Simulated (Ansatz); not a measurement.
The starting structures come from a database of crystals and need not be the phases stable at ambient conditions.

Here is the system:

```
SrBr2
1.0
    4.73753     0.00000     0.00000
    0.00000    11.39591     0.00000
    0.00000     0.00000     7.83341
Sr Br
4 8
Direct
  0.75000   0.83164   0.13137
  0.25000   0.16836   0.86863
  0.25000   0.66836   0.63137
  0.75000   0.33164   0.36863
  0.25000   0.39118   0.62209
  0.75000   0.60882   0.37791
  0.75000   0.10882   0.12209
  0.25000   0.89118   0.87791
  0.75000   0.12597   0.62510
  0.25000   0.87403   0.37490
  0.25000   0.37403   0.12510
  0.75000   0.62597   0.87490
```

Space group of this cell: Pnma. The cell is taken as given.

Transport runs along the normal of the first two printed cell vectors.

The gap is the functional's own, uncorrected, and κ follows it; spin-orbit coupling is left out. Mid-gap values are interpolated between the computed energies.

**Question.** Give the band gap and the smallest decay constant κ at mid-gap that r2SCAN (Ansatz, a first-principles code) yields.

**Answer.** Gap 5.16 eV on a 6×4×4 mesh; κ = 0.329 1/Å, at the zone centre.
